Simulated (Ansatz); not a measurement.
The reference is MgSe in the rock salt structure (space group Fm-3m, No. 225).

```cif
data_Mg4Se4
_chemical_formula_sum 'Mg4 Se4'
_space_group_name_H-M_alt 'Fm-3m'
_space_group_IT_number 225
_space_group_name_Hall '-F 4 2 3'
_cell_length_a 5.44956
_cell_length_b 5.44956
_cell_length_c 5.44956
_cell_angle_alpha 90.000
_cell_angle_beta 90.000
_cell_angle_gamma 90.000
loop_
_atom_site_label
_atom_site_type_symbol
_atom_site_symmetry_multiplicity
_atom_site_Wyckoff_symbol
_atom_site_fract_x
_atom_site_fract_y
_atom_site_fract_z
_atom_site_occupancy
Mg1 Mg 4 a 0.00000 0.00000 0.00000 1
Se1 Se 4 b 0.50000 0.50000 0.50000 1
```
(The calculation used a cell of 2 atoms; values per cell refer to that cell.)

All numbers come from Kohn–Sham DFT with the PBEsol functional, run in Ansatz (a first-principles code) with PAW and 420 eV plane waves, without spin-orbit coupling.

Before the change:

The hole mass is 0.16, 0.77, 0.77 mₑ (at Γ), the width of the top valence band comes out as 2.57 eV and the valley order is X along ⟨100⟩ 1.78 eV; Γ 2.50 eV.

One thing is altered: every lattice vector is stretched by 2.50 %; the atoms relax in the strained cell.

Task: What happens to the hole mass?

Result: The hole mass (degenerate bands, along [100]) becomes 0.14, 0.84, 0.84 mₑ (at Γ) (base: 0.16, 0.77, 0.77 mₑ (at Γ)).

Task: What happens to the width of the top valence band?

Result: The width of the top valence band drops by 0.21 eV (2.57 eV → 2.36 eV).

Task: What does the calculation give for the energy relative to the base after the change?

Result: The energy goes up by 21 meV/atom.

Task: Predict the new valley order.

Result: The valley order (the lowest conduction-band minima on the path, energy above the VBM, named in the base's zone) becomes X along ⟨100⟩ 1.66 eV; Γ 2.04 eV (base: X along ⟨100⟩ 1.78 eV; Γ 2.50 eV).

The levels and masses belong to the bands next to the band gap. Effective masses come from finite differences of ±0.01 Å⁻¹. No phonon test of stability was made.
